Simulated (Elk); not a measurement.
A self-consistent single point of MnO (Fm-3m, 4 atoms in the cell) with Elk.

Level of theory: PBE+U, all-electron FP-LAPW, Elk's shipped species files, APW+lo basis with extra local orbitals in Elk 10.2.4.

```
MnO
1.0
    4.39560     2.19780     2.19780
    2.19780     4.39560     2.19780
    2.19780     2.19780     4.39560
Mn O
2 2
Direct
  0.00000   0.00000   0.00000
  0.50000   0.50000   0.50000
  0.25000   0.25000   0.25000
  0.75000   0.75000   0.75000
```
Moments meant for the start (each program seeds them in its own way; μB, in the order of the atoms Mn Mn O O): 5.0 -5.0 0.0 0.0.

Reference input (self-consistent single point, DFT, PBE, all-electron FP-LAPW, Elk's shipped species files, APW+lo basis with extra local orbitals): xctype = 20; spinpol = true; rgkmax = 7.5; stype = 3; swidth = 0.000367493 Ha; ngridk = 7 7 7; reducebf = 0.8; gmaxvr = 14 1/bohr; nxlo = 2; lorbcnd = true; rmtscf = 0.93; lmaxi = 2. This run's input differs from it in these lines:

```diff
@@ -39,2 +39,6 @@
 
+dft+u
+  1 1   : dftu, inpdftu
+  1 2  0.110248  0.000000   : is, l, U, J
+
 scale
```

Output (repeated stretches shortened):

```
│ Self-consistent loop started │
│ Loop number : 1 │
 total energy                :     -2477.89135699
 total moment                :  -0.4468390221E-15
│ Loop number : 2 │
 total energy                :     -2479.77468902
 total moment                :  -0.4289653983E-15
RMS change in Kohn-Sham potential (target) :    2.325090885     (  0.1000000000E-05)
Absolute change in total energy (target)   :    1.883332029     (  0.1000000000E-03)
│ Loop number : 3 │
 total energy                :     -2477.69543514
 total moment                :  -0.4205003089E-15
RMS change in Kohn-Sham potential (target) :    2.300976499     (  0.1000000000E-05)
   [... lines left out ...]
│ Loop number : 30 │
 total energy                :     -2467.96293837
 total moment                :  -0.1322429309E-14
RMS change in Kohn-Sham potential (target) :   0.1087894024E-05 (  0.1000000000E-05)
Absolute change in total energy (target)   :   0.9274403328E-04 (  0.1000000000E-03)
│ Loop number : 31 │
 total energy                :     -2467.96294953
 total moment                :  -0.4185528188E-15
RMS change in Kohn-Sham potential (target) :   0.6913222684E-06 (  0.1000000000E-05)
Absolute change in total energy (target)   :   0.1202074418E-04 (  0.1000000000E-03)
Convergence targets achieved

│ Loop number : 32 │

Energies :
 Fermi                       :     0.267060027555
 xc effective B-field        :    -0.771796054338
 external B-field            :      0.00000000000
 DFT+U                       :     0.479754749924
 total energy                :     -2467.96295225
 (external B-field energy excluded from total)

Density of states at Fermi energy :   0.2712009996E-06
 (states/Hartree/unit cell)

Estimated indirect band gap :   0.5966050009E-01
 from k-point     43 to k-point      1
Estimated direct band gap   :   0.8231405809E-01
 at k-point      1

Charges :
 core                        :    24.00000000
 valence                     :    42.00000000
 interstitial                :    4.654949194
 muffin-tins (core leakage)
  species :    1 (Mn)
   [... lines left out ...]

Moments :
 interstitial                :   0.5090598558E-15
 muffin-tins
  species :    1 (Mn)
   atom    1                 :    4.445173661
   atom    2                 :   -4.445173661
  species :    2 (O)
   atom    1                 :  -0.6514157408E-22
   atom    2                 :  -0.6514157408E-22
 total in muffin-tins        :  -0.1302831482E-21
 total moment                :   0.5090597256E-15

│ Self-consistent loop stopped │
```

The run converged in 32 iterations. The count includes the last loop, which Elk runs after its targets are met. Against the reference run the gap on the mesh goes from 0.928 to 1.623 eV.

The starting cell has typed, rounded lattice constants, without a prior relaxation at this level. Its lattice was rescaled by a random factor within 2.5 % of one. The magnetic order is the one reached from the typed start; others were not searched systematically. With U or open f shells several self-consistent states can exist. Values depend on the basis (sphere radii, cutoffs, local orbitals), which need not be converged.

Cost on one core of a shared machine: roughly 3 min.
